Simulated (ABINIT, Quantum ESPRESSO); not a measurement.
An ABINIT input for a self-consistent single point of TiPt₃ (Pm-3m, 4 atoms in the cell) (DFT, PBE, plane waves, norm-conserving pseudopotentials (PseudoDojo nc-sr-05 PBE standard)):

```
# TiPt3, PseudoDojo nc-sr-05 PBE standard
pp_dirpath "./"
pseudos "Ti.upf, Pt.upf"
acell 3*1.0 Angstrom
rprim
         3.9245300000    0.0000000000    0.0000000000
         0.0000000000    3.9245300000    0.0000000000
         0.0000000000    0.0000000000    3.9245300000
natom 4
ntypat 2
znucl 22 78
typat 1 2 2 2
xcart
         0.0000000000    0.0000000000    0.0000000000
         3.7081434339    3.7081434339    0.0000000000
         0.0000000000    3.7081434339    3.7081434339
         3.7081434339    0.0000000000    3.7081434339
ecut 84 Ry
occopt 7
tsmear 0.00367493
nband 42
kptopt 1
ngkpt 6 6 6
nshiftk 1
shiftk 0 0 0
nstep 50
tolvrs 1.0e-10
prtwf 0
prtden 0
enunit 1
```

Question: Write the same calculation as an input for Quantum ESPRESSO.

Answer: One input that does it (others would too):

```fortran
&control
    calculation = 'scf'
    prefix = 'pwscf'
    outdir = './out'
    pseudo_dir = './'
    tprnfor = .true.
    tstress = .true.
/
&system
    ibrav = 0
    nat = 4
    ntyp = 2
    ecutwfc = 50
    ecutrho = 400
    occupations = 'smearing'
    smearing = 'gaussian'
    degauss = 0.0073499
/
&electrons
    conv_thr = 1e-10
    mixing_beta = 0.3
/
ATOMIC_SPECIES
Ti    47.8670  ti_pbe_v1.4.uspp.F.UPF
Pt   195.0840  pt_pbe_v1.4.uspp.F.UPF
ATOMIC_POSITIONS crystal
Ti    0.0000000000    0.0000000000    0.0000000000
Pt    0.5000000000    0.5000000000    0.0000000000
Pt    0.0000000000    0.5000000000    0.5000000000
Pt    0.5000000000    0.0000000000    0.5000000000
K_POINTS automatic
6 6 6  0 0 0
CELL_PARAMETERS angstrom
   3.9245300000     0.0000000000     0.0000000000
   0.0000000000     3.9245300000     0.0000000000
   0.0000000000     0.0000000000     3.9245300000
```

Basis settings and potentials, where a program has them, do not carry over. This input uses DFT, PBE, plane waves, SSSP 1.1.2 efficiency (PBE) pseudopotentials. Both were run: pressure 3.94 GPa in ABINIT and 3.83 in Quantum ESPRESSO.

On ABINIT: the starting cell comes from a database of computed structures (which also holds hypothetical and non-ambient phases and stackings), without a prior relaxation at this level. Spin polarisation is off. With a pressure of about 4 GPa the cell is away from its equilibrium volume at this level.

On Quantum ESPRESSO: the starting cell comes from a database of computed structures (which also holds hypothetical and non-ambient phases and stackings), without a prior relaxation at this level. Spin polarisation is off. With a pressure of about 4 GPa the cell is away from its equilibrium volume at this level.
